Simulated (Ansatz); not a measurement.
# Response to strain in Rh

Consider Rh in the fcc (Cu type) structure (space group Fm-3m, No. 225; a = 3.755 Å; relaxed with 0.1 eV smearing).

Strains are applied to the cell and any free atomic positions relax.

Computed with DFT with LDA, PAW potentials and a 420 eV plane-wave cutoff in Ansatz (a quantum-chemistry and plane-wave program), no spin-orbit coupling.

Candidates:
(a) isotropic strain −2.00 %
(b) isotropic strain −1.50 %
(c) isotropic strain +3.00 %
(d) isotropic strain −1.00 %
(e) isotropic strain +0.50 %

Notes on the quantities. energy relative to the base: free energy F.

Question: Order them by energy relative to the base, highest first.

Answer: (c) isotropic strain +3.00 % (+93 meV/atom), (a) isotropic strain −2.00 % (+51 meV/atom), (b) isotropic strain −1.50 % (+28 meV/atom), (d) isotropic strain −1.00 % (+12 meV/atom), (e) isotropic strain +0.50 % (+2.9 meV/atom)

Whether these cells are dynamically stable was not tested. All final runs are without spin polarisation. Rh lies near a magnetic instability that expansion can trigger; it was not tested.
